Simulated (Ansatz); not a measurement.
Defect migration in amorphous Si27O54 (a melt-quenched model of 81 atoms): interstitial Cu, charge state +1. Method: PBE, PAW (plane waves to 420 eV; Ansatz, a first-principles code).

81-site cell at the glass model's own volume, the Γ point alone, smearing 0.01 eV, spin-restricted, no finite-size correction. No zero-point or tunnelling terms. This is one neighbourhood of one small, fast-quenched model, and the added charge may sit on a native defect of the glass. The charge state is imposed; whether it is stable for some Fermi level was not computed. Sites that were not tried may lie lower. The start lies 0.52 eV above the lowest site run (PBE).

Barriers: single points on a 2×2×2 k-point mesh shifted by half a step at the bands' geometries.

Relaxed starting cell (atoms counted from 1):

```yaml
crystal:
  lattice:
    - [10.40282, 0.00000, 0.00000]
    - [0.00000, 10.40282, 0.00000]
    - [0.00000, 0.00000, 10.40282]
  atoms:
    - { symbol: Si, position: [0.90141, 0.35583, 0.80884] }
    - { symbol: Si, position: [0.54960, 0.25680, 0.71197] }
    - { symbol: Si, position: [0.95220, 0.11302, 0.45091] }
    - { symbol: Si, position: [0.90325, 0.67213, 0.84929] }
    - { symbol: Si, position: [0.32589, 0.28465, 0.53739] }
    - { symbol: Si, position: [0.80554, 0.87311, 0.78350] }
    - { symbol: Si, position: [0.26887, 0.42526, 0.92916] }
    - { symbol: Si, position: [0.32154, 0.48211, 0.33308] }
    - { symbol: Si, position: [0.10045, 0.18560, 0.68749] }
    - { symbol: Si, position: [0.96588, 0.40167, 0.37506] }
    - { symbol: Si, position: [0.76148, 0.58472, 0.45973] }
    - { symbol: Si, position: [0.97202, 0.82317, 0.09690] }
    - { symbol: Si, position: [0.55013, 0.50781, 0.99620] }
    - { symbol: Si, position: [0.31015, 0.94708, 0.70245] }
    - { symbol: Si, position: [0.76937, 0.12690, 0.63740] }
    - { symbol: Si, position: [0.57660, 0.54182, 0.69432] }
    - { symbol: Si, position: [0.56003, 0.61897, 0.24267] }
    - { symbol: Si, position: [0.72858, 0.98799, 0.03998] }
    - { symbol: Si, position: [0.35819, 0.02729, 0.40136] }
    - { symbol: Si, position: [0.13700, 0.64393, 0.45055] }
    - { symbol: Si, position: [0.11951, 0.33489, 0.16144] }
    - { symbol: Si, position: [0.60763, 0.88309, 0.28192] }
    - { symbol: Si, position: [0.68691, 0.27065, 0.98272] }
    - { symbol: Si, position: [0.91574, 0.82031, 0.37577] }
    - { symbol: Si, position: [0.28959, 0.64463, 0.71426] }
    - { symbol: Si, position: [0.30718, 0.11694, 0.88533] }
    - { symbol: Si, position: [0.18767, 0.03385, 0.14518] }
    - { symbol: O, position: [0.61365, 0.13468, 0.63899] }
    - { symbol: O, position: [0.80076, 0.97441, 0.66323] }
    - { symbol: O, position: [0.00738, 0.09625, 0.60070] }
    - { symbol: O, position: [0.85693, 0.70599, 0.47337] }
    - { symbol: O, position: [0.04124, 0.28080, 0.79654] }
    - { symbol: O, position: [0.39622, 0.47996, 0.99832] }
    - { symbol: O, position: [0.82043, 0.26159, 0.70534] }
    - { symbol: O, position: [0.32424, 0.96188, 0.54677] }
    - { symbol: O, position: [0.26052, 0.00023, 0.28261] }
    - { symbol: O, position: [0.40799, 0.02271, 0.80337] }
    - { symbol: O, position: [0.70762, 0.14163, 0.06639] }
    - { symbol: O, position: [0.45853, 0.50354, 0.26462] }
    - { symbol: O, position: [0.10864, 0.90477, 0.10309] }
    - { symbol: O, position: [0.95598, 0.81090, 0.77798] }
    - { symbol: O, position: [0.67315, 0.60413, 0.58913] }
    - { symbol: O, position: [0.11427, 0.17518, 0.15085] }
    - { symbol: O, position: [0.96082, 0.69951, 0.99472] }
    - { symbol: O, position: [0.93217, 0.75788, 0.23060] }
    - { symbol: O, position: [0.61973, 0.91947, 0.12880] }
    - { symbol: O, position: [0.23835, 0.53440, 0.81792] }
    - { symbol: O, position: [0.28600, 0.80279, 0.75382] }
    - { symbol: O, position: [0.40009, 0.24719, 0.66947] }
    - { symbol: O, position: [0.75273, 0.72470, 0.81939] }
    - { symbol: O, position: [0.58532, 0.62919, 0.08748] }
    - { symbol: O, position: [0.72154, 0.96197, 0.88531] }
    - { symbol: O, position: [0.30139, 0.27183, 0.88924] }
    - { symbol: O, position: [0.79932, 0.14808, 0.48178] }
    - { symbol: O, position: [0.19095, 0.07004, 0.76569] }
    - { symbol: O, position: [0.06988, 0.78054, 0.42827] }
    - { symbol: O, position: [0.43892, 0.61518, 0.67914] }
    - { symbol: O, position: [0.29131, 0.05381, 0.02516] }
    - { symbol: O, position: [0.96187, 0.98113, 0.37463] }
    - { symbol: O, position: [0.24040, 0.37332, 0.25441] }
    - { symbol: O, position: [0.14523, 0.40772, 0.02328] }
    - { symbol: O, position: [0.98565, 0.39871, 0.21717] }
    - { symbol: O, position: [0.82966, 0.32330, 0.94219] }
    - { symbol: O, position: [0.25532, 0.62307, 0.34706] }
    - { symbol: O, position: [0.61996, 0.38385, 0.06450] }
    - { symbol: O, position: [0.00605, 0.24920, 0.40063] }
    - { symbol: O, position: [0.50734, 0.99352, 0.35405] }
    - { symbol: O, position: [0.87365, 0.94258, 0.07090] }
    - { symbol: O, position: [0.36108, 0.18056, 0.42649] }
    - { symbol: O, position: [0.83039, 0.44048, 0.44490] }
    - { symbol: O, position: [0.06301, 0.50472, 0.43836] }
    - { symbol: O, position: [0.58491, 0.24248, 0.86360] }
    - { symbol: O, position: [0.35127, 0.42451, 0.47791] }
    - { symbol: O, position: [0.58839, 0.39240, 0.64871] }
    - { symbol: O, position: [0.91675, 0.51692, 0.80160] }
    - { symbol: O, position: [0.68792, 0.58665, 0.32243] }
    - { symbol: O, position: [0.74464, 0.87940, 0.35206] }
    - { symbol: O, position: [0.51179, 0.75941, 0.29207] }
    - { symbol: O, position: [0.60198, 0.53041, 0.85006] }
    - { symbol: O, position: [0.19283, 0.63692, 0.59652] }
    - { symbol: O, position: [0.17956, 0.27301, 0.58905] }
    - { symbol: Cu, position: [0.64464, 0.10685, 0.39625] }
```
Cell charge +1.

End state 1 differs by these moves (Å; atoms that move under 0.08 Å are left out):

| atom | element | Δx | Δy | Δz |
|---|---|---|---|---|
| 1 | Si | -0.08 | -0.02 | -0.13 |
| 4 | Si | -0.07 | 0.03 | -0.05 |
| 6 | Si | -0.05 | 0.06 | -0.04 |
| 15 | Si | -0.11 | 0.00 | -0.20 |
| 19 | Si | 0.11 | 0.01 | -0.01 |
| 28 | O | -0.09 | 0.03 | -0.13 |
| 29 | O | -0.12 | 0.02 | -0.06 |
| 32 | O | -0.05 | 0.02 | -0.11 |
| 34 | O | -0.05 | -0.01 | -0.16 |
| 36 | O | 0.10 | 0.02 | -0.02 |
| 38 | O | 0.04 | 0.03 | 0.15 |
| 41 | O | -0.07 | 0.01 | -0.08 |
| 50 | O | -0.07 | 0.08 | 0.03 |
| 52 | O | 0.05 | 0.11 | 0.02 |
| 54 | O | -0.05 | -0.12 | -0.20 |
| 59 | O | 0.08 | -0.02 | -0.07 |
| 63 | O | -0.02 | -0.10 | -0.11 |
| 67 | O | 0.10 | 0.00 | 0.08 |
| 72 | O | 0.00 | -0.11 | 0.00 |
| 75 | O | -0.11 | 0.01 | -0.05 |
| 77 | O | 0.08 | 0.03 | -0.07 |
| 81 | O | -0.01 | -0.06 | -0.07 |
| 82 | Cu | 0.87 | 0.39 | -1.21 |

Task: What is the computed forward and backward barriers to end state 1 (PBE, PAW)?

Result: forward 0.18 eV, backward 0.11 eV; at the saddle point atom 82 has neighbours O at 1.99, O at 2.19, O at 2.54 Å. The saddle point's order was not checked.
